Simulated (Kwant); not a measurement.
Model system: GaN/Al0.2Ga0.8N stack with 1 barrier. One parabolic valley. Leads of mass 0.2 mₑ with the band edge at 0; grid 0.1 nm; bias 0 V, dropping linearly over the stack.

```json
[
 {"layer": "1", "thickness (nm)": "3.2", "band offset (eV)": "0.35", "mass (mₑ)": "0.22"}
]
```

The device is made up for the run: typed textbook-type constants, with dimensions and the other settings drawn at random.

Computed with Kwant: one-band effective-mass tight-binding model in one dimension, coherent, no space charge.

Sweep values stay those of the base run.

The mass in the first barrier was swept, all else fixed.

```csv
mass in the first barrier (mₑ),mean transmission over the sweep,transmission at E = 0.2203 eV,transmission at E = 0.3329 eV,transmission at E = 0.1077 eV
0.13,0.17,0.055,0.27,0.0083
0.18,0.12,0.025,0.16,0.0035
0.22,0.10,0.014,0.11,0.0018
0.29,0.093,0.0057,0.061,0.00065
```

From the first row to the last the mean transmission over the sweep goes from 0.17 to 0.093. From the first row to the last the transmission at E = 0.2203 eV goes from 0.055 to 0.0057.
